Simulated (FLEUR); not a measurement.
FLEUR run on ScIn (P4/mmm, 2 atoms in the cell): self-consistent single point.

Method: LDA (Perdew-Zunger), all-electron FLAPW (FLEUR), scalar-relativistic valence.

```
CELL_PARAMETERS angstrom
      3.24414     0.00000     0.00000
      0.00000     3.24414     0.00000
      0.00000     0.00000     4.44719
ATOMIC_POSITIONS crystal
  Sc 0.00000 0.00000 0.00000
  In 0.50000 0.50000 0.50000
```
Moments meant for the start (each program seeds them in its own way; μB, in the order of the atoms Sc In): 1.0 0.0.

Reference input (self-consistent single point, DFT, PBEsol, all-electron FLAPW (FLEUR), scalar-relativistic valence): Kmax = 4 1/bohr; GmaxXC = 20 1/bohr; xcFunctional = PBEs; jspins = 2; l_soc = F; mode = gauss; fermiSmearingEnergy = 0.00734986 Htr; mesh (inpgen div1-3) = 8 8 6; inpgen gamma flag = true; Gmax = 20 1/bohr; numbands = 0; maxIterBroyd = 40. This run's input differs from it in these lines:

```diff
@@ -14,3 +14,3 @@
 &comp jspins=2 /
-&exco xctyp='PBEs' /
+&exco xctyp='pz' /
 &kpt div1=8 div2=8 div3=6 gamma=t /
@@ -27,3 +27,3 @@
       <coreElectrons ctail="T" frcor="F" kcrel="0" coretail_lmax="0"/>
-      <xcFunctional name="PBEs" relativisticCorrections="F"/>
+      <xcFunctional name="pz" relativisticCorrections="F"/>
       <magnetism jspins="2"/>
```

The program printed (abridged):

```
 Iteration:     1   Distance:       5.71405317 me/bohr^3
 Iteration:     2   Distance:       5.48365086 me/bohr^3
 Iteration:     3   Distance:       3.00284048 me/bohr^3
 Iteration:     4   Distance:       1.28929463 me/bohr^3
 Iteration:     5   Distance:       0.84308873 me/bohr^3
   [... 15 lines left out ...]
 Iteration:    21   Distance:       0.00046174 me/bohr^3
 Iteration:    22   Distance:       0.00020344 me/bohr^3
 Iteration:    23   Distance:       0.00009756 me/bohr^3
 Iteration:    24   Distance:       0.00000829 me/bohr^3
 Run finished successfully
 Stop message:
   Structural relaxation: Done

[file out, last iteration]
             iter=     25
[...]
          total density-effective poten   -1.0923072550E+04
          total charge density-energy d   -1.9213657520E+02
 Updated energy parameters for spin:           1
 Updated energy parameters for spin:           2
[...]
 fermi energy and band-weighting factors:
    0.680881

[...]
FERMIE:
          first approx. to ef    (T=0)  :   0.270222 htr   (energy of the highest occ. eigenvalue)
          number of occ. states  (T=0)  :       1930
          first approx. to seigv (T=0)  : -31.599335 htr
          sum of weights of occ. states :  32.010417
          sum of semicore charge        :   0.000000 e
          fermi energy=   0.27067 har   work function=  -7.36518 ev
   [... lines left out ...]
          total moment                 =     0.00000
 Direct bandgap for spin            1 :    8.8257734872715377E-003  Htr
 Direct bandgap for spin            2 :    8.8257244915435074E-003  Htr
   [... lines left out ...]
 -->  2    1.46423  3.40769  4.92579  0.00426    9.80263
          total charge for spin  1=   16.000000
          interst. charge =       1.456421
          mt charge=              4.740945    9.802634
          total charge for spin  2=   15.999997
          interst. charge =       1.456420
          mt charge=              4.740942    9.802634
          total charge  =   31.999997
               n    l     j    energy       weight
```

The run converged in 24 iterations. FLEUR gives forces in its relaxation mode, with a further iteration, so its stop message speaks of a relaxation. Against the reference run the size of the net moment goes from 0.13 to 0.00 μB/atom.

The starting cell comes from a database of computed structures (which also holds hypothetical and non-ambient phases and stackings), without a prior relaxation at this level. Its lattice was rescaled by a random factor within 2.5 % of one. The starting moments vanished: the run ended non-magnetic. Values depend on the basis (sphere radii, cutoffs, local orbitals), which need not be converged. The log's line on a gap gives a spacing of levels on this mesh, which the program prints for metals too.

Cost on one core of a shared machine: roughly 6 min.
